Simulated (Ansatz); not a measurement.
Cost and result by functional for the adsorption energy of SiH3 on the (111) surface of germanium (2x2 Ge adatom at T4; a constructed slab, bottom: 4 H on 4 bottom sites), one in a cell of 57 Å², started at the site 'bridge Ge-Ge (span 4.7 Å)', in Ansatz (plane waves, PAW). Single points on the PBE structure, on one kind of machine; costs are rough ratios of the slab run's core time (references not counted) to the cheapest single point. r2SCAN's cost holds its higher cutoff (500 against 420 eV). Differences are taken against r2SCAN for comparison alone: no measured value is at hand, so the table doesn't rank accuracy.

Model: 41-atom slab, 13.7 Å thick at the start with caps and adatoms under the adsorbate (thin: gaps and levels are the slab's own), 3x3x1 mesh, Fermi-Dirac 0.01 eV, dipole correction, 20 atoms held, the rest relaxed; no symmetry held; spin-polarised, ending with about 0.8 μB a cell, a value that depends on the mesh; orders that need a larger cell were not tried, no spin-orbit, no U, no dispersion correction. The slab shows no gap over 0.04 eV on its mesh. At the end it is bonded to Ge. In PBE it is, or lies within 0.03 eV of, the lowest of the starts that converged. These notes are the PBE run's. r2SCAN: The program's check for a lower electronic state was not made. Adsorption energies are against SiH4(g) − ½ H2(g). A negative adsorption energy means that the adsorbate is more stable on the surface than in its reference.

```json
[
 {"functional": "RPBE", "relative cost": "1", "adsorption energy (eV)": "-0.33", "less r2SCAN (eV)": "0.40"},
 {"functional": "r2SCAN", "relative cost": "2", "adsorption energy (eV)": "-0.72", "less r2SCAN (eV)": "0.00"},
 {"functional": "PBE (the relaxed run's value)", "relative cost": "–", "adsorption energy (eV)": "-0.47", "less r2SCAN (eV)": "0.25"}
]
```

The values span 0.40 eV, while the single points' costs differ by a factor of roughly 2. Differences are of unrounded values.

Ansatz is a first-principles code.
